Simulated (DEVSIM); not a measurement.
Structure: abrupt Si n-p junction, at 300 K.

```csv
layer (left to right),material,thickness (μm),Nd (cm⁻³),Na (cm⁻³),τn (s),τp (s)
1,Si,0.640,6.7e15,-,0.00078,0.00078
2,Si,8.40,-,7.2e15,0.00078,0.00078
```

Left contact: ohmic. Right contact: ohmic. Voltage is applied to the left contact. Recombination: SRH at mid-gap. Mobility is constant in doping.

The device is made up for the run: typed textbook-type constants, with dimensions and the other settings drawn at random. Values at 300 K.

| parameter | Si |
|---|---|
| gap (eV) | 1.124 |
| affinity (eV) | 4.05 |
| permittivity | 11.7 |
| Nc (cm⁻³) | 2.86e19 |
| Nv (cm⁻³) | 3.1e19 |
| μn (cm²/Vs) | 1417 |
| μp (cm²/Vs) | 470 |

DEVSIM, 1D drift-diffusion, Boltzmann statistics, complete ionisation; no tunnelling, impact ionisation, image-force lowering or self-heating.

Question: Give the dark forward current.

Answer: 
(V (V), J (A/cm²)): (-0.05, -5.7e-9); (-0.15, -3.0e-7); (-0.25, -1.4e-5); (-0.35, -0.00063); (-0.40, -0.0043); (-0.50, -0.19); (-0.60, -6.3); (-0.70, -54); (-0.80, -180); (-0.90, -410); (-0.95, -560); (-1.05, -960); (-1.15, -1500); (-1.25, -2100)
